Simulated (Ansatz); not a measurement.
Ti3Al: pressure series

Take Ti3Al (space group P6_3/mmc, No. 194; a = 5.755 Å, c = 4.655 Å) as the base.

Cell and atoms are relaxed at each pressure.

Level of theory: PBE, PAW, 420 eV (Ansatz, an electronic-structure program; scalar-relativistic without spin-orbit coupling), earlier PAW set.

```tsv
pressure (GPa)	volume per atom (Å³/atom)
-2	16.996
-1	16.840
0	16.690
3	16.278
7	15.793
15	?
50	12.754
75	11.751
100	10.987
```

Question: Fit the third-order Birch–Murnaghan form P(V) = (3B₀/2)[(V₀/V)^(7/3) − (V₀/V)^(5/3)]·[1 + (3/4)(B₀′ − 4)((V₀/V)^(2/3) − 1)] (squares taken in P) to the rows shown and predict the withheld row.

Answer: Least squares on the printed values gives V₀ = 16.689 Å³/atom, B₀ = 116 GPa, B₀′ = 3.5; this predicts 14.998 Å³/atom, and the run gives 14.988 Å³/atom, 0.010 lower.

Load acts through the strain it causes; cell and atoms are relaxed under it. Whether these cells are dynamically stable was not tested. No other phases were tried under pressure. The final runs are not spin-polarised.
